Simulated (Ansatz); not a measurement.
**Response to strain in Ni**

Consider Ni in the hcp (Mg type) structure (space group P6_3/mmc, No. 194; a = 2.4500 Å, c = 4.0145 Å; ferromagnetic; relaxed with 0.1 eV smearing). Axes: x lies along a and z along c of the hexagonal cell.

Strains are applied to the cell and any free atomic positions relax; under biaxial strain the out-of-plane vector relaxes too; under stress the whole cell relaxes.

All numbers come from PBEsol, PAW, 420 eV (Ansatz, a first-principles code; spin-orbit coupling left out), earlier PAW set.

```tsv
change	volume per atom	space group
base	10.43 Å³	P6_3/mmc (No. 194)
biaxial strain −1.64 %, plane normal [001], relaxed out of plane	10.21 Å³	P6_3/mmc (No. 194)
biaxial strain +0.69 %, plane normal [001], relaxed out of plane	10.53 Å³	P6_3/mmc (No. 194)
biaxial strain +4.12 %, plane normal [001], relaxed out of plane	10.98 Å³	P6_3/mmc (No. 194)
isotropic strain +0.27 %	10.52 Å³	P6_3/mmc (No. 194)
isotropic strain +2.89 %	11.37 Å³	P6_3/mmc (No. 194)
uniaxial strain ε_xx = −2.06 %	10.22 Å³	Cmcm (No. 63)
uniaxial stress, 2 GPa compression along x	___	Cmcm (No. 63)
tensor shear ε_xy = +2.27 %	10.43 Å³	P2_1/m (No. 11)
tensor shear ε_xz = −0.49 %	10.43 Å³	C2/c (No. 15)
```

Problem. What belongs in the blanks?

Solution. 
- uniaxial stress, 2 GPa compression along x, volume per atom: 10.40 Å³

Other magnetic orders, which the real material may have, were not ruled out. Stability under load was not tested beyond the relaxation. This is not the structure that Ni has at room temperature and ambient pressure.
